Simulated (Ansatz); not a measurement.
Consider O vacancy in polar orthorhombic HfO2, neutral cell. Level of theory: PBE, PAW (plane waves to 420 eV; Ansatz, a first-principles code).

96-site cell at the relaxed PBE lattice, the Γ point alone, smearing 0.01 eV, spin-restricted, no finite-size correction. Static, classical nuclei. Spin-orbit coupling is left out. The host's phase is taken as given; its stability against other phases was not computed. The charge state is imposed; whether it is stable for some Fermi level was not computed. Forms of the defect that were not tried may lie lower.

Barriers: single points on a 2×2×2 k-point mesh shifted by half a step at the bands' geometries (they differ from the bands' own by up to 0.16 eV, and are uncertain by about as much).

The step: a nearby O atom hops onto the vacant site. Atoms about the jump, Cartesian Å from the middle of the jump, before and after:

```json
[
 {"atom": "O1", "x0": "-1.29", "y0": "-0.17", "z0": "-0.01", "x1": "1.29", "y1": "0.17", "z1": "0.01"},
 {"atom": "Hf2", "x0": "-0.33", "y0": "1.18", "z0": "1.29", "x1": "-0.29", "y1": "1.15", "z1": "1.24"},
 {"atom": "Hf3", "x0": "0.06", "y0": "-1.21", "z0": "-1.25", "x1": "0.01", "y1": "-1.18", "z1": "-1.26"},
 {"atom": "O4", "x0": "1.08", "y0": "0.19", "z0": "-2.48", "x1": "1.08", "y1": "0.18", "z1": "-2.54"},
 {"atom": "Hf5", "x0": "2.66", "y0": "1.14", "z0": "-1.26", "x1": "2.69", "y1": "1.17", "z1": "-1.27"},
 {"atom": "O6", "x0": "0.59", "y0": "-2.18", "z0": "0.56", "x1": "0.54", "y1": "-2.17", "z1": "0.57"},
 {"atom": "O7", "x0": "0.59", "y0": "2.82", "z0": "0.51", "x1": "0.58", "y1": "2.87", "z1": "0.54"},
 {"atom": "O8", "x0": "1.09", "y0": "0.17", "z0": "2.48", "x1": "1.09", "y1": "0.17", "z1": "2.56"},
 {"atom": "O9", "x0": "-0.86", "y0": "2.18", "z0": "-2.02", "x1": "-0.84", "y1": "2.18", "z1": "-2.02"},
 {"atom": "O10", "x0": "-1.57", "y0": "-0.21", "z0": "-2.55", "x1": "-1.56", "y1": "-0.24", "z1": "-2.48"},
 {"atom": "O11", "x0": "-2.08", "y0": "2.18", "z0": "0.55", "x1": "-2.06", "y1": "2.14", "z1": "0.56"},
 {"atom": "Hf12", "x0": "2.36", "y0": "-1.20", "z0": "1.24", "x1": "2.34", "y1": "-1.21", "z1": "1.28"},
 {"atom": "Hf13", "x0": "-2.60", "y0": "1.16", "z0": "-1.28", "x1": "-2.58", "y1": "1.16", "z1": "-1.25"}
]
```

Question: Predict the transition state.

Answer: 
| atom | x | y | z |
|---|---|---|---|
| O1 | 0.31 | 0.44 | -0.20 |
| Hf2 | -0.35 | 1.35 | 1.41 |
| Hf3 | 0.21 | -1.24 | -1.22 |
| O4 | 1.16 | 0.16 | -2.62 |
| Hf5 | 2.65 | 1.08 | -1.27 |
| O6 | 0.63 | -2.17 | 0.57 |
| O7 | 0.51 | 3.04 | 0.65 |
| O8 | 1.13 | 0.19 | 2.43 |
| O9 | -0.89 | 2.23 | -2.08 |
| O10 | -1.55 | -0.20 | -2.51 |
| O11 | -2.10 | 2.16 | 0.54 |
| Hf12 | 2.45 | -1.26 | 1.27 |
| Hf13 | -2.59 | 1.19 | -1.30 |
It lies 2.32 eV above the start and 2.32 eV above the end. The program found a first-order saddle point.
